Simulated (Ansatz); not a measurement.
The starting structures come from a database of crystals and need not be the phases stable at ambient conditions.

Here is the system:

```
K2PdAs2
1.0
    6.51799     0.00000     0.00000
   -3.25900     7.23540     0.00000
    0.00000     0.00000     6.00302
K As Pd
4 4 2
Cartesian
  3.25900   1.15564   4.50227
  0.00000   6.07976   1.50076
  0.00000   2.97086   4.50227
  3.25900   4.26454   1.50076
  1.20439   1.61610   1.50076
  2.05460   5.61930   4.50227
 -2.05460   5.61930   4.50227
  5.31360   1.61610   1.50076
  0.00000   0.00000   0.00000
  0.00000   0.00000   3.00151
```

Space group of this cell: Cmcm. The cell is taken as given; by PBEsol its mean pressure is -0.9 GPa.

Transport runs along the normal of the first two printed cell vectors.

The gap is the functional's own. No spin-orbit coupling. Mid-gap values are interpolated on the energy grid.

### Question
Predict the band gap and the smallest decay constant κ at mid-gap from Ansatz (a first-principles code) with PBEsol.

### Answer
Gap 0.59 eV on a 6×6×6 mesh; κ = 0.107 1/Å, at the zone centre.
